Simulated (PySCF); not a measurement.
PySCF 2.14.0, R2SCAN/def2-svp, df: Sn(H)(Me)2(Vi) (C=[CH][SnH]([CH3])[CH3]), 15 atoms. The geometry is a generated start, not checked to be a minimum at this level.

- task: energy
- method: r2scan
- basis: def2-svp
- two-electron scheme: density fitting
- mol.max_memory: 3000 MB
- mf.max_cycle: 100
- mf.init_guess: minao (default)
- mf.DIIS: CDIIS (default)
- mf.diis_space: 8 (default)
- mf.conv_tol: 1e-09 (default)
- mf.grids.level: 3 (default)
- effective core potentials: those of the basis set, past Kr
- basis functions: 132
- grid points: 176512

```xyz
15

Sn    -0.4164    -0.0166    -0.6818
C     -0.9874     2.0287    -0.1765
C     -1.4404    -1.3912     0.6649
C      1.7269    -0.2692    -0.6307
C      2.4219    -0.6392     0.4263
H     -0.8981    -0.3332    -2.2778
H     -1.9328     2.2861    -0.6383
H     -0.2357     2.7346    -0.5117
H     -1.0896     2.1296     0.9000
H     -1.2241    -2.4212     0.4054
H     -1.1150    -1.2126     1.6855
H     -2.5117    -1.2366     0.6147
H      2.2485    -0.0538    -1.5523
H      1.9564    -0.8694     1.3722
H      3.4975    -0.7359     0.4000
```

One run each on 2 threads, 1 BLAS thread. Values of level_shift (Hartree) tried: 0 (default), 0.1, 0.3, 1.

Question: Which value of level_shift (Hartree) needs the fewest Fock builds, and what happens away from it?

Answer: Fewest Fock builds, within one of each other: 0 (default) with 15, 0.1 with 14. The count rises to 38 at 1. All converge to one solution.

```tsv
level_shift (Hartree)	Fock builds	end
0 (default)	15	same solution
0.1	14	same solution
0.3	16	same solution
1	38	same solution
```
